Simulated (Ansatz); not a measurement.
GaAs (model structure, started from the rocksalt type, Fm-3m, No. 225, 2 atoms in the cell) was calculated with LDA in Ansatz (PAW).

Numerical settings: plane-wave cutoff 520 eV, 18×18×18 k mesh, Fermi–Dirac smearing 0.05 eV, scalar-relativistic PAW data made under PBE.

Cell (relaxed at this level):

```
GaAs
1.0
    0.00000     2.62815     2.62815
    2.62815     0.00000     2.62815
    2.62815     2.62815     0.00000
As Ga
1 1
Direct
  0.00000   0.00000   0.00000
  0.50000   0.50000   0.50000
```

Task: Estimate the bulk modulus that the calculation returns.

Result: 
* **bulk modulus**: 87.4 GPa

The run finds no gap.

Note: the bulk modulus is −V dP/dV from two relaxed cells at ±2 % in volume; the relaxation could raise the start's symmetry but not lower it, so the cell can be a saddle point.

Computed values are for the static lattice.

It cost very roughly 26 core-seconds of CPU time.

A model structure was made by putting elements into a prototype or built by hand; it is no filed structure, need not be a known phase, and can be a saddle point held by its symmetry.

Ansatz is an electronic-structure program.
